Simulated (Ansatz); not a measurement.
BeSe (model structure, started from the rocksalt type, Fm-3m, No. 225, 2 atoms in the cell), treated with LDA in Ansatz (plane waves, PAW).

Run with plane-wave cutoff 520 eV, 20×20×20 k mesh, Fermi–Dirac smearing 0.05 eV, scalar-relativistic PAW data made under PBE.

Cell (relaxed at this level):

```xyz
2
Lattice="0.0000 2.4157 2.4157 2.4157 0.0000 2.4157 2.4157 2.4157 0.0000" Properties=species:S:1:pos:R:3 pbc="T T T"
Se     0.0000     0.0000     0.0000
Be     2.4157     2.4157     2.4157
```

Question: Estimate the band gap, Γ–Γ gap and bulk modulus B0 that the calculation returns.

Answer: 
- band gap: 0.06 eV (under three smearing widths, so not firm)
- Γ–Γ gap: 4.25 eV
- bulk modulus B0: 98.7 GPa

Note: the bulk modulus is −V dP/dV from two relaxed cells at ±2 % in volume; the relaxation could raise the start's symmetry but not lower it, so the cell can be a saddle point.

Spin–orbit coupling is not included; it can close the smallest gap of 0.06 eV.

The computed numbers hold no vibrational or temperature effects.

A model structure was made by putting elements into a prototype or built by hand; it is no filed structure, need not be a known phase, and can be a saddle point held by its symmetry.

Ansatz is a program for electronic structure.
